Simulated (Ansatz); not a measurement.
The starting structures come from a database of crystals and need not be the phases stable at ambient conditions.

 Where the default PAW files enter, the runs use the earlier of Ansatz's two default sets.

Tunnelling through a barrier is set by its complex band structure: the current falls as exp(−2κd) with the smallest κ.

```xyz
15
Lattice="5.6435 0.0000 0.0000 -0.2551 5.7324 0.0000 0.2551 2.6895 5.0623" Properties=species:S:1:pos:R:3 pbc="T T T"
Li     2.2001     6.4911     5.0122
Li     3.4433     1.9308     0.0502
Li     3.4433     7.4717     3.3808
Li     2.2001     0.9502     1.6816
Ca     0.0000     2.7118     1.6301
Ca     0.0000     5.7100     3.4323
Mg     0.0000     0.0000     0.0000
Si     3.4812     4.7534     1.6288
Si     2.1623     3.6685     3.4336
N      3.9388     3.8395     3.1490
N      1.7046     4.5823     1.9133
N      4.0565     3.9731     0.1693
N      1.5870     4.4487     4.8930
N      1.5870     2.0136     3.4293
N      4.0565     6.4082     1.6331
```

Space group of this cell: C2/m. The cell is taken as given; by r2SCAN its mean pressure is -3.0 GPa.

Transport runs along the normal of the first two printed cell vectors.

No gap correction and no spin-orbit coupling; mid-gap values are interpolated between computed energies.

Task: Predict the band gap and the smallest decay constant κ at mid-gap from r2SCAN in Ansatz (a program for electronic structure).

Result: Gap 3.82 eV on a 6×6×6 mesh; κ = 0.325 1/Å, at the zone centre.
